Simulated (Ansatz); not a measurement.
## Pd₃GaC (model structure, started from the Ni3MgC type, Pm-3m, No. 221, 5 atoms in the cell): bulk modulus by level of theory

No measured value is used here.

```tsv
level (code)	value (GPa)	cell (Å³/atom)
LDA (Ansatz)	208	13.28
PBE (Ansatz)	166	14.18
PBEsol (Ansatz)	192	13.61
r²SCAN (Ansatz)	?	13.91
```

Task: Some entries are withheld; supply them.

Result: 
- r²SCAN (Ansatz, a program for electronic structure), value (GPa): 180

LDA, PBE, PBEsol, r²SCAN: the bulk modulus is −V dP/dV from two relaxed cells at ±2 % in volume. Each level is taken at its own relaxed cell. Cutoffs differ between the levels. Ansatz's density-functional and Hartree–Fock values are scalar-relativistic unless marked +SOC, with PAW data made under PBE.

A model structure was made by putting elements into a prototype or built by hand; it is no filed structure, need not be a known phase, and can be a saddle point held by its symmetry.
